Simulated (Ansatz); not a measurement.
TlCl3 (Pnma, No. 62, 16 atoms in the cell), treated with PBEsol (Ansatz, a quantum-chemistry and plane-wave program, plane waves, PAW).

Numerical settings: plane-wave cutoff 500 eV, 4×4×6 k mesh (along the axes of the cell as run), gaussian smearing 0.02 eV, scalar-relativistic PAW data made under PBE.

Cell (relaxed at this level):

```cif
data_Cl12Tl4
_chemical_formula_sum 'Tl4 Cl12'
_space_group_name_H-M_alt 'Pnma'
_space_group_IT_number 62
_space_group_name_Hall '-P 2ac 2n'
_cell_length_a 14.51923
_cell_length_b 6.87353
_cell_length_c 5.45473
_cell_angle_alpha 90.000
_cell_angle_beta 90.000
_cell_angle_gamma 90.000
loop_
_atom_site_label
_atom_site_type_symbol
_atom_site_symmetry_multiplicity
_atom_site_Wyckoff_symbol
_atom_site_fract_x
_atom_site_fract_y
_atom_site_fract_z
_atom_site_occupancy
Tl1 Tl 4 c 0.20786 0.25000 0.90872 1
Cl1 Cl 4 c 0.04935 0.25000 0.81668 1
Cl2 Cl 8 d 0.17504 0.00643 0.31386 1
```

**Question.** Predict the band gap.

**Answer.** 
- band gap: 1.53 eV (on the SCF k mesh)

Note: the relaxation could not lower the start's symmetry, so the cell can be a saddle point above a distorted one.

Spin–orbit coupling is not included; with these elements it can move the gap by several tenths of an eV or more.
